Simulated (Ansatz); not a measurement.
F on the 1x1 (110) surface of bcc Ta, one in a 2x1 cell, energies for each (15.6 Å²). Energies are against ½ F2(g), without zero-point or thermal terms; each row is named by its start.

All values below come from PBE (plane waves to 420 eV, PAW; Ansatz, a program for electronic structure).

Slab: 9 atoms, 6.8 Å thick at the start under the adsorbate (thin: gaps and levels are the slab's own); k 5x10x1, smearing 0.1 eV, dipole-corrected; 4 atoms held, the rest relaxed; each run with such symmetry as its start has; no spin, no spin-orbit, no U, no dispersion correction.

A negative adsorption energy means that the adsorbate is more stable on the surface than in its reference. Heights count from the host atoms within 0.3 Å of the top one.

```json
[
 {"starting site": "top Ta", "E_ads (eV)": "-4.11", "height (Å)": "1.88", "nearest host atom (Å)": "Ta 1.88", "bonded to": "Ta", "Δ work function (eV)": "1.20", "lateral drift (Å)": "0.0"},
 {"starting site": "hollow Ta-Ta-Ta", "E_ads (eV)": "-4.54", "height (Å)": "1.39", "nearest host atom (Å)": "Ta 2.23", "bonded to": "3 Ta", "Δ work function (eV)": "-0.31", "lateral drift (Å)": "0.1"},
 {"starting site": "bridge Ta-Ta (span 2.9 Å)", "E_ads (eV)": "-4.28", "height (Å)": "1.58", "nearest host atom (Å)": "Ta 2.14", "bonded to": "2 Ta", "Δ work function (eV)": "0.23", "lateral drift (Å)": "0.0"},
 {"starting site": "bridge Ta-Ta (span 3.3 Å)", "E_ads (eV)": "-4.38", "height (Å)": "1.39", "nearest host atom (Å)": "Ta 2.21", "bonded to": "2 Ta", "Δ work function (eV)": "-0.26", "lateral drift (Å)": "0.0"}
]
```
